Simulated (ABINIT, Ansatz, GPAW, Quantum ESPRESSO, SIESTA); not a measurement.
## Code comparison for Ta₂N (P-3m1, 3 atoms in the cell)

Self-consistent single point, at a second geometry (lattice scaled by 0.98). First geometry:

```yaml
crystal:
  lattice:
    - [3.09418, 0.00000, 0.00000]
    - [-1.54709, 2.67964, 0.00000]
    - [0.00000, 0.00000, 4.84062]
  atoms:
    - { symbol: Ta, position: [0.66667, 0.33333, 0.74529] }
    - { symbol: Ta, position: [0.33333, 0.66667, 0.25471] }
    - { symbol: N, position: [0.00000, 0.00000, 0.00000] }
```

Shared settings, as Ansatz (a first-principles code) writes them: kpoints.mp_grid.grid = 12 12 7; scf.occupations.method = gaussian; scf.occupations.width = 0.136 eV. Potentials and cutoffs stand in the table.

```json
[
 {"code": "SIESTA", "model": "GGA PBE, numerical atomic orbitals DZP, PseudoDojo PBE standard norm-conserving potentials (rewritten from UPF to PSML)", "ΔF from the first geometry (meV/atom)": "68.4", "pressure (GPa)": "25.15", "largest force (eV/Å)": "0.967", "cutoff": "grid 300 Ry"},
 {"code": "Quantum ESPRESSO", "model": "PBE, SSSP 1.1.2 efficiency (PBE) pseudopotentials", "ΔF from the first geometry (meV/atom)": "66.1", "pressure (GPa)": "23.35", "largest force (eV/Å)": "0.428", "cutoff": "45 Ry"},
 {"code": "GPAW", "model": "PBE, GPAW PAW datasets PBE (gpaw-data 1.0.1)", "ΔF from the first geometry (meV/atom)": "70.1", "pressure (GPa)": "–", "largest force (eV/Å)": "0.468", "cutoff": "900 eV"},
 {"code": "Ansatz", "model": "PBE, PAW files", "ΔF from the first geometry (meV/atom)": "66.8", "pressure (GPa)": "24.23", "largest force (eV/Å)": "0.403", "cutoff": "default"},
 {"code": "ABINIT", "model": "PBE, norm-conserving pseudopotentials (PseudoDojo nc-sr-05 PBE standard)", "ΔF from the first geometry (meV/atom)": "66.2", "pressure (GPa)": "24.23", "largest force (eV/Å)": "0.417", "cutoff": "42 Ha"}
]
```

For Quantum ESPRESSO (by 0.9 GPa) the energy change implies a higher mean pressure, against the two pressures, than for the other programs: a sign of finite-basis (Pulay) stress.

A dash marks a value that a program does not give, or that is left out as unsure.

On Ansatz's run: spin-orbit coupling is off. Spin polarisation is off; with an odd number of electrons in the cell that forces a metal, and a magnetic state may lie lower.

The spread over the programs that give each value: ΔF from the first geometry within 4.0 meV/atom; pressure within 1.80 GPa; largest force within 0.564 eV/Å.

SIESTA uses small atom-centred bases, whose incompleteness enters pressures, forces and empty levels differently from a plane-wave cutoff. Ansatz's pressure is given at a fixed set of plane waves, as the other plane-wave codes print theirs; with its correction for the finite basis it is 24.41 GPa. The pressure of GPAW is left out: its cutoff lies under the one at which its stress was checked. In the force vectors, SIESTA (by 0.545) lies more than 0.08 eV/Å from the median of the plane-wave programs.

The starting cell comes from a database of computed structures (which also holds hypothetical and non-ambient phases and stackings), without a prior relaxation at this level. Its lattice was rescaled by a random factor within 2.5 % of one. For this run, on top of that: lattice scaled by 0.98.

Left out of this page: Elk and FLEUR (not drawn, or without a comparable value).

Keys are those of Ansatz 0.2.
